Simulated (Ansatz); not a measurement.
The starting structures come from a database of crystals and need not be the phases stable at ambient conditions.

Inside the gap of an insulator the Bloch states are evanescent, with a wavenumber k + iκ along the transport direction.

Consider the following.

```xyz
4
Lattice="3.3993 0.0000 0.0000 0.0000 5.5516 0.0000 1.6996 0.0000 2.9439" Properties=species:S:1:pos:R:3 pbc="T T T"
In     0.0000     0.0089     0.0000
Ga     3.3993     2.8016     1.9626
N      3.3993     4.7432     1.9626
N      0.0000     2.2083     0.0000
```

Space group of this cell: P3m1. The cell is taken as given; by r2SCAN its mean pressure is -4.8 GPa.

Transport runs along the normal of the first two printed cell vectors, the (100) plane of the conventional cell.

No gap correction and no spin-orbit coupling; mid-gap values are interpolated between computed energies.

**Question.** Predict the band gap and the smallest decay constant κ at mid-gap from r2SCAN (Ansatz, a quantum-chemistry and plane-wave program).

**Answer.** Gap 0.54 eV on a 10×6×10 mesh; κ = 0.049 1/Å, at the zone centre.
